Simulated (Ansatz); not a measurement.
Worked calculations on one periodic cell of amorphous Si30N45Ta3: Si30N45Ta3, 78 atoms, volume 886.2 Å³, made by a melt-quench on the CHGNet potential and relaxed with DFT. N atoms were pushed apart under 1.9 Å during the dynamics, to hinder bonds among them. It is a model cell: composition and starting density were chosen by hand, and all elements were melted together. Cycles of charging were run to anneal it. These are PBE, scalar-relativistic without spin-orbit coupling (plane waves to 420 eV, PAW; Ansatz, a quantum-chemistry and plane-wave program) values and carry that method's errors. Sampling: a 2×2×2 Γ-centred mesh; Fermi-Dirac width 0.02 eV; no spin polarisation. Its volume was held where the quench left it, its shape was free, and it stands at a mean pressure of -1.4 GPa with stress components up to 1.5 GPa; the relaxation ran on the zone centre alone. Its density went from a set 3.78 to 3.78 g/cm³. The cell is small and was quenched far faster than a real film, so it is one sample of the glass.

### Question
Count formal charges (Si +4, N -3, Ta +5). What does the count lead one to expect at the Fermi level, and what does the calculation give?

### Answer
30 × (+4) + 45 × (-3) + 3 × (+5) = 0. The charges balance, so the anion-derived valence states can be full and a gap can open. On this mesh the highest filled and lowest empty level lie 2.06 eV apart, the PBE gap of this cell, with a localised state at one edge or both.

Four energies for a hole at PBE on the zone centre alone (charged cells in a uniform background, spin-polarised): neutral at the neutral geometry -66208.669 eV; charged at the neutral geometry -66216.686 eV; charged and relaxed -66216.818 eV; neutral at the charged geometry -66208.349 eV.

### Question
Find the two relaxation energies and their sum, the reorganisation energy.

### Answer
On charging: -66216.686 − (-66216.818) = 0.132 eV. On discharging: -66208.349 − (-66208.669) = 0.320 eV. The sum is 0.452 eV. The carrier's level spreads over 7 of the 78 atoms' worth, so it counts as partly localised, most on one N atom with neighbours Si 1.67 Å, Si 1.70 Å, Ta 2.07 Å (neutral geometry). The values are uncorrected: the image energy of a point charge in this cell, 2.84 × 14.40 / (2 × 9.6) = 2.1 eV before screening, is screened by electrons alone at the fixed geometry and by ions too after relaxing, and the carrier can be spread before it relaxes, so each term can be off by up to that value times 1/ε∞, some tenths of an eV. PBE's self-interaction favours spread-out carriers, so a hybrid can localise more.
